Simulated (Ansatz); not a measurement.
Where the default PAW files enter, the runs use the earlier of Ansatz's two default sets.

```xyz
24
Lattice="5.1491 0.0000 0.0000 0.0000 5.4591 0.0000 0.0000 0.0000 9.1942" Properties=species:S:1:pos:R:3 pbc="T T T"
Ti     4.4390     2.1977     3.4113
Ti     0.7101     3.2614     5.7829
Ti     3.2847     4.9273     5.7829
Ti     1.8644     0.5318     3.4113
Ti     1.8644     3.2614     1.1858
Ti     3.2847     2.1977     8.0084
Ti     0.7101     0.5318     8.0084
Ti     4.4390     4.9273     1.1858
O      2.7563     2.1290     2.4798
O      2.3928     3.3301     6.7144
O      4.9674     4.8586     6.7144
O      0.1817     0.6006     2.4798
O      0.1817     3.3301     2.1173
O      4.9674     2.1290     7.0769
O      2.3928     0.6006     7.0769
O      2.7563     4.8586     2.1173
O      0.9442     4.6467     0.0964
O      4.2049     0.8124     9.0978
O      1.6304     1.9172     9.0978
O      3.5188     3.5419     0.0964
O      3.5188     0.8124     4.5007
O      1.6304     4.6467     4.6935
O      4.2049     3.5419     4.6935
O      0.9442     1.9172     4.5007
```

Space group of this cell: Pbca. The cell is taken as given; by r2SCAN its mean pressure is -1.1 GPa.

The numbers are results of r2SCAN (plane waves, PAW; Ansatz, a first-principles code), not measurements.

The current runs along the normal of the first two printed vectors; no spin-orbit coupling. Scaled by the factor s: all lengths (ions clamped). Meshes 6×6×4 and 6×6 across the current in all rows.

```tsv
s	mean pressure (GPa)	slowest mid-gap decay constant κ (1/Å)
0.98	15.3	0.457
1.00	-1.1	0.449
1.02	-13.6	?
```

Question: Take the slope of the slowest mid-gap decay constant κ against ln s from the two given rows, extrapolate to s = 1.02, and say what the run there gives.

Answer: Slope = (0.457 − 0.449) / ln 0.98 = -0.396 1/Å. The line gives 0.449 + (-0.396) × ln 1.02 = 0.441 1/Å. The run gives 0.441 1/Å, as the line does.
